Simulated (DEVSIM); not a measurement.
System: illuminated Si n-on-p cell, one wavelength, at 300 K.

Layer 1 from the left is Si, thickness (μm) 0.950, Nd (cm⁻³) 6.5e17, τn (s) 0.00032, τp (s) 4e-5, absorption coefficient (cm⁻¹) 630. Layer 2 from the left is Si, thickness (μm) 42.0, Na (cm⁻³) 2e15, τn (s) 0.00075, τp (s) 0.00075, absorption coefficient (cm⁻¹) 630.

Left contact: ohmic, minority hole recombination velocity 4e5 cm/s. Right contact: ohmic, minority electron recombination velocity 80 cm/s. Voltage is applied to the left contact. Recombination: SRH at mid-gap, radiative, Auger. Gap narrowing is on: ΔEg = 6.92 meV × (l + √(l² + 0.5)), l = ln(N/1.3e17 cm⁻³), shared equally by both band edges. Light enters at the left, 1.4e17 photons cm⁻² s⁻¹, one pass, no reflection. Mobility is μmin + (μ − μmin)/(1 + (N/Nref)^α).

This is a model device: material constants are rounded textbook-type values typed into the input, and sizes, dopings and lifetimes were drawn at random. Values at 300 K.

Si: gap (eV) 1.124, affinity (eV) 4.05, permittivity 11.7, Nc (cm⁻³) 2.86e19, Nv (cm⁻³) 3.1e19, μn (cm²/Vs) 1417, μp (cm²/Vs) 470, μn,min 52, μp,min 45, Nref,n 9.7e16, Nref,p 2.2e17, αn 0.68, αp 0.72, B (cm³/s) 4.7e-15, Cn (cm⁶/s) 2.8e-31, Cp (cm⁶/s) 9.9e-32.

Model (solved in DEVSIM): 1D drift-diffusion, Boltzmann statistics, complete ionisation; no tunnelling, impact ionisation, image-force lowering or self-heating.

Problem. What does the simulation give for the open-circuit voltage, the share of generated pairs collected at short circuit, the short-circuit current?

Solution. open-circuit voltage 0.579 V; share of generated pairs collected at short circuit 0.969; short-circuit current 20.3 mA/cm².
